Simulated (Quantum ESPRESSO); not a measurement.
Quantum ESPRESSO is run on In2Ge2O7 (C2/m, 11 atoms in the cell), and the run fails. The aim is a self-consistent single point with DFT, PBEsol, plane waves, PseudoDojo standard norm-conserving (PBESOL) pseudopotentials.

Cell that was meant: a = 5.5208 Å, b = 5.5208 Å, c = 4.9320 Å, α = 97.46°, β = 97.46°, γ = 105.65°.

Part of the input:

```fortran
 ntyp = 3
 ecutwfc = 85
 occupations = 'fixed'
 nbnd = 46
/
&ELECTRONS
 conv_thr = 1.0d-10
```

Output (repeated stretches shortened):

```
 %%%%%%%%%%%%%%%%%%%%%%%%%%%%%%%%%%%%%%%%%%%%%%%%%%%%%%%%%%%%%%%%%%%%%%%%%%%%%%
     Error in routine setup (1):
     too few bands
 %%%%%%%%%%%%%%%%%%%%%%%%%%%%%%%%%%%%%%%%%%%%%%%%%%%%%%%%%%%%%%%%%%%%%%%%%%%%%%

     stopping ...
```

Problem. From the messages shown, name the fault and mend the input.

Solution. The fault is too few bands; here the program stops on it instead of giving results. To fix it, raise the band count or leave it to the default. The program stopped before any SCF iteration.

An input that runs soundly differs in these lines (not the only fix; some lines may just follow from the change or write a value another way):
```diff
- nbnd = 46
+ nbnd = 50
```

With that input, the run converged in 14 iterations: free energy E − TS -11605.5238 eV; top of the valence band (on the code's own zero) 6.94 eV; gap on the k-point mesh 2.13 eV; pressure 2.62 GPa; largest force (vector length) 0.268 eV/Å (DFT, PBEsol, plane waves, PseudoDojo standard norm-conserving (PBESOL) pseudopotentials).

On the sound input: the starting cell comes from a database of computed structures (which also holds hypothetical and non-ambient phases and stackings), without a prior relaxation at this level. Its lattice was rescaled by a random factor within 2.5 % of one.
